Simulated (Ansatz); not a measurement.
A self-consistent single point of AlNi3 (Pm-3m, 4 atoms in the cell) with Ansatz (an electronic-structure program).

Method of the run: PBE, PAW files (plane waves; Ansatz).

The change in words: lattice scaled by 0.98. Reference geometry:
```
CELL_PARAMETERS angstrom
      3.52587     0.00000     0.00000
      0.00000     3.52587     0.00000
      0.00000     0.00000     3.52587
ATOMIC_POSITIONS crystal
  Al 0.00000 0.00000 0.00000
  Ni 0.00000 0.50000 0.50000
  Ni 0.50000 0.00000 0.50000
  Ni 0.50000 0.50000 0.00000
```
Moments meant for the start (each program seeds them in its own way; μB, in the order of the atoms Al Ni Ni Ni): 0.0 2.0 2.0 2.0.

Reference input (self-consistent single point, DFT, PBE, plane waves, PAW files): basis.ecutwfc = 420 eV; kpoints.mp_grid.grid = 8 8 8; hamiltonian.xc = pbe; hamiltonian.pseudopotentials = {kind: paw} (the program's default PAW files); magnetization.spin_polarized = true; scf.occupations.method = fermi_dirac; scf.occupations.width = 0.1 eV. This run's input differs from it in these lines:

```diff
@@ -2,5 +2,5 @@
   lattice:
-    - [3.525868, 0.000000, 0.000000]
-    - [0.000000, 3.525868, 0.000000]
-    - [0.000000, 0.000000, 3.525868]
+    - [3.455351, 0.000000, 0.000000]
+    - [0.000000, 3.455351, 0.000000]
+    - [0.000000, 0.000000, 3.455351]
   atoms:
```

The program printed (abridged):

```
SCF iter   1: F=—  HF=-18056.970812 eV  |F-HF|=—  |Δ(HF+E_count)|=         —  Δρ=2.49e-1 (↑2.49e-1 ↓1.44e-1)  dr2=3.24e0  dr2_m=1.44e1  M=1.111 μB ∫|m|=1.454 μB  β_m=0.30  ethr=3.10e-3  ⟨swp⟩=6.6  Hψ=10559  notcnv=0
Mixer restart at iter 1: flushing history
all-band conjugate gradients solve this SCF's bands
preconditioner: auto → Kerker (q_TF=auto, 2.879 Å⁻¹)
spin=Collinear: Kerker preconditioning applied to the charge; magnetization (m = ρ↑ − ρ↓) channel mixes plain (no charge-response kernel on spin).
   [... lines left out ...]
SCF iter  15: F=-18058.212765 eV  HF=-18058.212765 eV  |F-HF|=3.64e-12  |Δ(HF+E_count)|=   1.78e-9  Δρ=2.75e-7 (↑2.75e-7 ↓2.46e-7)  dr2=3.32e-11  dr2_m=1.20e-11  M=0.000 μB ∫|m|=0.000 μB  β_m=1.00  ethr=9.86e-12  ⟨swp⟩=2.5  Hψ=4751  notcnv=0  defer=164
SCF iter  16: F=-18058.212765 eV  HF=-18058.212765 eV  |F-HF|=3.64e-12  |Δ(HF+E_count)|=  1.09e-11  Δρ=8.81e-8 (↑7.56e-8 ↓8.81e-8)  dr2=7.17e-12  dr2_m=2.14e-14  M=0.000 μB ∫|m|=0.000 μB  ethr=1.00e-12  ⟨swp⟩=7.2  Hψ=9163  notcnv=0
SCF 1 converged in 16 iterations: F = -18058.212765 eV  dr2 = 7.17e-12
   [... lines left out ...]
WARN: the starting moments were not kept: the SCF closed with an absolute magnetisation of 3.6e-6 μB, where they sum to 6 μB in size (3 sites) …
Absolute magnetization: 0.0000 μB (∫|ρ↑−ρ↓|, with the PAW one-centre terms)
Free energy (F): -18058.212765 eV
Fermi energy:    17.496047 eV
   [... lines left out ...]
  atom   1  Al     0.00000000    -0.00000000    -0.00000000
   [... zero for the other atoms too ...]
--- Stress (GPa, compression-positive) ---
       21.480630       0.000000       0.000000
        0.000000      21.480630       0.000000
       -0.000000       0.000000      21.480630
  P = ⅓ Tr σ = 21.4806 GPa (214.806 kbar)
  The stress holds the Pulay correction. Without it, at fixed plane waves, as pw.x and ABINIT print it: P = 21.3845 GPa
```

The run converged in 16 iterations. Against the reference run the free energy rises by 55.3 meV/atom, the pressure goes from 6.83 to 21.48 GPa and the size of the net moment goes from 0.06 to 0.00 μB/atom.

The starting cell comes from a database of computed structures (which also holds hypothetical and non-ambient phases and stackings), without a prior relaxation at this level. Its lattice was rescaled by a random factor within 2.5 % of one. For this run, on top of that: lattice scaled by 0.98. The starting moments vanished: the run ended non-magnetic, which need not be the lowest state. The program warned that a starting moment was not kept. With a pressure of about 21 GPa the cell is away from its equilibrium volume at this level. Ansatz's pressure includes its estimate of the finite-basis (Pulay) stress.

Keys are those of Ansatz 0.2.
